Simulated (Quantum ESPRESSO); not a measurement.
Quantum ESPRESSO run on La₂AlGe₃ (Imm2, 6 atoms in the cell): self-consistent single point.

Method: LDA (PZ), GBRV 1.5 ultrasoft (LDA) pseudopotentials (plane waves; Quantum ESPRESSO).

```yaml
crystal:
  lattice:
    - [2.16356, 2.22805, 7.48735]
    - [-2.16356, 2.22805, 7.48735]
    - [-2.16356, -2.22805, 7.48735]
  atoms:
    - { symbol: La, position: [0.37841, 0.00000, 0.37841] }
    - { symbol: La, position: [0.62190, 0.50000, 0.12190] }
    - { symbol: Al, position: [0.20812, 0.50000, 0.70812] }
    - { symbol: Ge, position: [0.95914, 0.00000, 0.95914] }
    - { symbol: Ge, position: [0.79047, 0.00000, 0.79047] }
    - { symbol: Ge, position: [0.04196, 0.50000, 0.54196] }
```

Reference input (self-consistent single point, DFT, LDA (PZ), plane waves, GBRV 1.5 ultrasoft (LDA) pseudopotentials): ecutwfc = 50 Ry; ecutrho = 250 Ry; occupations = smearing; smearing = marzari-vanderbilt; degauss = 0.0073499 Ry; potentials = {La: la_lda_v1.uspp.F.UPF, Al: al_lda_v1.uspp.F.UPF, Ge: ge_lda_v1.4.uspp.F.UPF}; K_POINTS = automatic 5 5 5 0 0 0; conv_thr = 1e-09 Ry; mixing_beta = 0.7. This run's input differs from it in these lines:

```diff
@@ -19,3 +19,3 @@
   smearing = 'marzari-vanderbilt'
-  degauss = 0.0073499
+  degauss = 0.002205
 /
```

Output (repeated stretches shortened):

```
     Self-consistent Calculation

     iteration #  1     ecut=    50.00 Ry     beta= 0.70

     Threshold (ethr) on eigenvalues was too large:
     Diagonalizing with lowered threshold

     negative rho (up, down):  1.360E-01 0.000E+00

     total energy              =    -850.62603256 Ry
     estimated scf accuracy    <       0.04886798 Ry

     iteration #  2     ecut=    50.00 Ry     beta= 0.70
     c_bands:  1 eigenvalues not converged

     negative rho (up, down):  1.317E-01 0.000E+00

     total energy              =    -850.60700458 Ry
     estimated scf accuracy    <       0.10883645 Ry

   [... lines left out ...]
     c_bands:  1 eigenvalues not converged
     c_bands:  1 eigenvalues not converged

     negative rho (up, down):  1.245E-01 0.000E+00

     total energy              =    -850.62898209 Ry
     estimated scf accuracy    <       0.06599301 Ry

   [... 8 blocks of this kind left out ...]

     iteration # 12     ecut=    50.00 Ry     beta= 0.70

     negative rho (up, down):  1.244E-01 0.000E+00

     total energy              =    -850.63667890 Ry
     estimated scf accuracy    <          1.2E-09 Ry

     iteration # 13     ecut=    50.00 Ry     beta= 0.70

     negative rho (up, down):  1.244E-01 0.000E+00
     End of self-consistent calculation

     the Fermi energy is    10.7244 ev

!    total energy              =    -850.63667890 Ry
     estimated scf accuracy    <          1.0E-11 Ry
     smearing contrib. (-TS)   =      -0.00006757 Ry
     internal energy E=F+TS    =    -850.63661133 Ry

     convergence has been achieved in  13 iterations

     negative rho (up, down):  1.244E-01 0.000E+00

     Forces acting on atoms (cartesian axes, Ry/au):

     atom    1 type  1   force =     0.00000000    0.00000000    0.00112805
     atom    2 type  1   force =    -0.00000000    0.00000000   -0.00131782
     atom    3 type  2   force =    -0.00000000    0.00000000    0.00100437
     atom    4 type  3   force =    -0.00000000    0.00000000   -0.00493133
     atom    5 type  3   force =     0.00000000    0.00000000   -0.00015865
   [... lines left out ...]
     Total force =     0.006829     Total SCF correction =     0.000018
   [... lines left out ...]

     negative rho (up, down):  1.244E-01 0.000E+00
          total   stress  (Ry/bohr**3)                   (kbar)     P=      -46.91
  -0.00030356   0.00000000  -0.00000000          -44.65        0.00       -0.00
   0.00000000  -0.00033535   0.00000000            0.00      -49.33        0.00
   0.00000000   0.00000000  -0.00031785            0.00        0.00      -46.76

   JOB DONE.
```

The run converged in 13 iterations. Against the reference run the free energy stays essentially unchanged (within 1 meV/atom), the pressure hardly changes (-4.66 to -4.69 GPa) and the largest force goes from 0.121 to 0.127 eV/Å.

The starting cell comes from a database of computed structures (which also holds hypothetical and non-ambient phases and stackings), without a prior relaxation at this level. With a pressure of about -5 GPa the cell is away from its equilibrium volume at this level.

Cost on one core of a shared machine: roughly 5 min.
